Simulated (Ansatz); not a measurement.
Base system: Ag in the fcc (Cu type) structure (space group Fm-3m, No. 225; a = 4.054 Å).

Modification: every Ag is replaced by Au; the structure is relaxed again.

Levels (all Ansatz, an electronic-structure program, PAW): PBEsol (420 eV, no spin-orbit coupling); r2SCAN (500 eV, without spin-orbit coupling).

The geometry is relaxed with PBEsol.

```
Item              Result
---------------  -------
PBEsol pressure  0.0 GPa
```

With r2SCAN at the same geometry, the pressure goes from zero to 5.1 GPa.

Single points use the geometry relaxed with PBEsol. Their cutoffs differ, which shifts pressures a little. No phonon test of stability was made.
